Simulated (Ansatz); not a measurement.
Band structure of SnHgF6 (R-3, 8 atoms in the cell).

```xyz
8
Lattice="2.6149 1.5097 5.0995 -2.6149 1.5097 5.0995 0.0000 -3.0194 5.0995" Properties=species:S:1:pos:R:3 pbc="T T T"
Sn     0.0000     0.0000     0.0000
Hg     0.0000     0.0000     7.6492
F     -0.8303    -1.6431     6.2594
F      0.8303     1.6431     9.0390
F      1.8381     0.1025     6.2594
F     -1.8381    -0.1025     9.0390
F     -1.0078     1.5406     6.2594
F      1.0078    -1.5406     9.0390
```

Computed with PBEsol, PAW files made with PBE (plane waves; Ansatz, a program for electronic structure).

Settings: basis.ecutwfc = 420 eV; kpoints.mp_grid.grid = 5 5 5; hamiltonian.xc = pbesol; hamiltonian.pseudopotentials = {kind: paw} (the program's default PAW files); scf.occupations.method = fermi_dirac; scf.occupations.width = 0.01 eV; kpoints.band_path.path = [[0.0, 0.0, 0.0], [0.5, 0.0, 0.0], [0.5, 0.22509862, -0.22509862]]; kpoints.band_path.npoints = 8.

The starting cell comes from a database of computed structures (which also holds hypothetical and non-ambient phases and stackings), without a prior relaxation at this level. Spin-orbit coupling is off.

Problem. Predict the gap along the standard path and the places of the band edges.

Solution. The gap along the path is 2.44 eV, direct at Γ to within 0.01 eV.

Levels in eV from the top of the valence band on the path, bands 35 to 42:
```
point     35     36     37     38    39    40    41     42
-----  -----  -----  -----  -----  ----  ----  ----  -----
Γ      -0.95  -0.95   0.00   0.00  2.44  7.33  9.46  10.65
L      -0.91  -0.88  -0.38  -0.13  4.29  5.55  9.85  10.28
B1     -0.86  -0.75  -0.18  -0.10  4.60  6.01  9.07   9.20
```

Keys are those of Ansatz 0.2.
